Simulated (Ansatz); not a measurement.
## CsPbCl3: strain along the normal

CsPbCl3 (cubic perovskite, Pm-3m, 35.477 Å³/atom at rest) under an equal strain ε in the (001) plane with the normal axis free, as in a coherent film. PBEsol in Ansatz, a plane-wave DFT program (PAW, default set), 420 eV, 6×6×6 Γ-centred mesh, Fermi-Dirac smearing 0.05 eV; ions are relaxed within the symmetry of each cell.

Here s stands for strain and y for normal strain.

| strain (%) | normal strain (%) |
|---|---|
| -3.00 | ? |
| -1.20 | 0.34 |
| -0.60 | 0.17 |
| 0.00 | 0.00 |
| 0.60 | -0.16 |
| 1.20 | -0.32 |

Taking a straight line for y over the 5 complete rows: Means: s 0, y 0.006. About the means, the sum of products is -0.99000 and the sum of squares of s is 3.6000; the slope is their ratio. Least squares gives y = 0.006 - 0.2750·s. Residuals (row less fit): 0.004, -0.001, -0.006, -0.001, 0.004; standard error 0.005 (degrees of freedom: 3). The slope, -0.28 ± 0.00, is the elastic response of the normal axis, −2C12/C11 for this plane.

Q: Estimate the missing y (s = -3.00); what did the run itself give?

A: y = 0.006 - 0.2750 × (-3.0) = 0.831%. The calculation gives 0.87%, 0.039% above the prediction (3.3 % of the range of y in the table). The row lies outside the fitted rows, so this is an extrapolation. The fitted rows scatter only by rounding.

One order more, fitted to all 11 runs of the series, follows each within 0.01, so the miss is the next term of a smooth law. The primitive cell can neither tilt nor turn polar against its symmetry, as such crystals can under strain. CsPbCl3 is here the ideal cubic form; the compound distorts at low or room temperature. Rows are the converged runs of the series near zero and its far end; series whose fitted rows scatter by over a few per cent of the range, as at a crossing or softening among them, aren't shown in this form. Most that stay on the fit to the last digits aren't either.
